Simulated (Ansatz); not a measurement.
Base system: an 8-atom supercell of CdO in the rock salt structure (space group Fm-3m, No. 225; a = 4.6909 Å) at its relaxed geometry.

Computed with Kohn–Sham DFT with the PBEsol functional, run in Ansatz (a first-principles code) with PAW and 420 eV plane waves, no spin-orbit coupling, earlier PAW set.

Before the change:

* **Pressure**: 0.0 GPa

One thing is altered: one Li atom is added in an open site, starting 2.03 Å from the nearest host atom, atoms relaxed at fixed cell, starting from a slightly rattled geometry.

### Question
How does this affect the pressure, largest displacement of a host atom from its site in the perfect cell and final site of the added atom?

### Answer
The pressure goes from zero to 13.9 GPa; the largest displacement of a host atom from its site in the perfect cell comes out as 0.24 Å; the final site of the added atom is 4 O at 1.84 Å (tetrahedral).

The cell is small, so the values are those of an ordered compound at a high defect concentration; dilute-limit values will differ. A case with no gap was solved on a k-mesh chosen for an insulator, which is coarse for it. The final runs are not spin-polarised. The defect cell is not spin-polarised.
